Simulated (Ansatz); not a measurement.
We consider LiCl (P6₃mc, No. 186, 4 atoms in the cell; start mp-1185319; a measured phase of this formula has another space group), described by r²SCAN0 in Ansatz (PAW).

Settings: plane-wave cutoff 520 eV, 9×9×4 k mesh (along the axes of the cell as run), Fermi–Dirac smearing 0.01 eV, scalar-relativistic PAW data made under PBE.

Cell (relaxed with PBEsol):

```
CELL_PARAMETERS angstrom
      3.88215     0.00000     0.00000
     -1.94108     3.36204     0.00000
      0.00000     0.00000     6.17545
ATOMIC_POSITIONS crystal
  Li 0.66667 0.33333 0.87874
  Li 0.33333 0.66667 0.37874
  Cl 0.66667 0.33333 0.49626
  Cl 0.33333 0.66667 0.99626
```

Q: Give the computed band gap.

A: 
band gap: 8.47 eV (on the SCF k mesh)

The computed numbers hold no vibrational or temperature effects.

It cost roughly 4 core-minutes of CPU time.

A start named mp-… is a Materials Project structure, which need not be a measured phase.

Ansatz is a quantum-chemistry and plane-wave program.
